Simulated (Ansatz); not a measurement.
## Ir in the fcc (Cu type) structure (space group Fm-3m, No. 225)

```
CELL_PARAMETERS angstrom
      0.00000     1.93542     1.93542
      1.93542     0.00000     1.93542
      1.93542     1.93542     0.00000
ATOMIC_POSITIONS crystal
  Ir 0.00000 0.00000 0.00000
```

Calculations: PBE/PAW in Ansatz (a first-principles code), no SOC. k-mesh 21×21×21 (Γ-centred); smearing 0.05 eV (Fermi–Dirac).

```yaml
volume_per_atom: 14.50 Å³
density: 22.01 g/cm³
band_gap: zero
total_energy: -11935.309 eV/atom (σ→0; compares only within this code and set-up)
```

Whether these cells are dynamically stable was not tested. The final runs are not spin-polarised.
